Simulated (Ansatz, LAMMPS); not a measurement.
Si well of 12 atomic layers along [001] in random Si0.8Ge0.2, interfaces graded over 8 layers. Cell 16.58 × 16.58 × 49.46 Å, Si560Ge88, 648 atoms. Prepared with LAMMPS with Tersoff's 1989 multicomponent potential (SiCGe.tersoff): minimisation. 

Basis: localised support functions (accuracy medium) on a full density matrix. k-points: zone centre alone; occupations: Fermi-Dirac, 0.010 eV; spin polarisation not allowed. Spin-orbit coupling is left out.

### Question
What is the computed gap and bonding (PBE, support functions at accuracy medium on the grid of 370 eV (Ansatz, a quantum-chemistry and plane-wave program))?

### Answer

* **Kohn-Sham gap of the cell on its k-mesh**: 0.49 eV
* **weight of the highest filled level on the well**: 0.30
* **weight of the lowest empty level on the well**: 0.82
* **coordination (neighbours within 2.849 Å)**: 100.0 % 4-fold
* **Ge-Ge bonds, mean ± spread**: 2.466 ± 0.006 Å
* **Ge-Si bonds, mean ± spread**: 2.421 ± 0.007 Å
* **Si-Si bonds, mean ± spread**: 2.377 ± 0.006 Å
* **bond angles, mean ± spread**: 109.5° ± 0.9°
* **pressure**: -0.65 GPa
